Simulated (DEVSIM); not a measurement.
System: Schottky contact on n-type InP, at 300 K.

Layer 1 from the left is InP, thickness (μm) 7.10, Nd (cm⁻³) 1.7e14, τn (s) 4.7e-10, τp (s) 4.7e-10.

Left contact: Schottky, work function 5.22 eV, emission velocity 6.3e6 cm/s. Right contact: ohmic. Voltage is applied to the left contact. Recombination: SRH at mid-gap, radiative, Auger. Mobility is constant in doping.

This is a model device: material constants are rounded textbook-type values typed into the input, and sizes, dopings and lifetimes were drawn at random. Values at 300 K.

InP: gap (eV) 1.344, affinity (eV) 4.38, permittivity 12.5, Nc (cm⁻³) 5.7e17, Nv (cm⁻³) 1.1e19, μn (cm²/Vs) 5200, μp (cm²/Vs) 170, B (cm³/s) 1.2e-10, Cn (cm⁶/s) 9e-31, Cp (cm⁶/s) 9e-31.

DEVSIM, 1D drift-diffusion, Boltzmann statistics, complete ionisation; no tunnelling, impact ionisation, image-force lowering or self-heating. Metal contacts follow the ideal Schottky-Mott rule: no Fermi-level pinning, no interface dipoles.

Dark forward current:

```tsv
|V| (V)	|J| (A/cm²)
0.05	9.602e-8
0.10	4.286e-7
0.15	1.923e-6
0.20	1.005e-5
0.25	5.977e-5
0.30	0.0003815
0.35	0.002508
0.40	0.01654
0.45	0.1065
0.50	0.6177
0.55	2.636
0.60	7.122
0.65	13.59
0.70	21.24
0.75	29.58
0.80	38.36
0.85	47.42
0.90	56.69
0.95	66.10
1.00	75.62
1.05	85.23
1.10	94.90
1.15	104.6
1.20	114.4
1.25	124.2
1.30	134.0
```

Task: Work out the local ideality factor n = ΔV / (kT/q · ln(J2/J1)) between the rows 0.15 and 0.20 V, 0.35 and 0.40 V, 1.25 and 1.30 V.

Result: kT/q = 25.85 mV. From 0.15 to 0.20 V: ln(1.005e-5/1.923e-6) = 1.654, n = 1.17. From 0.35 to 0.40 V: ln(0.01654/0.002508) = 1.886, n = 1.03, near the 1 of diffusion or emission over a barrier. From 1.25 to 1.30 V: ln(134.0/124.2) = 0.076, n = 25.47; the layers' resistance at their doping, Σ W/(qμN) = 0.0050 Ω cm², would take 49 mV of this step of 50 mV.

Task: Estimate the current at 0.35 V for emission alone, J0 = q v N_band exp(−φB/kT), and read the barrier back from the simulated current.

Result: φB = 0.840 eV, N_band = 5.70e17 cm⁻³, J0 = 4.44e-9 A/cm²; J = J0 (exp(qV/kT) − 1) = 0.00337 A/cm². The simulation gives 0.00251 A/cm²; the estimate lies 34 % above. Read backwards, the simulated current gives an apparent barrier of 0.848 eV. The estimate leaves out transport through the depletion region and minority injection.
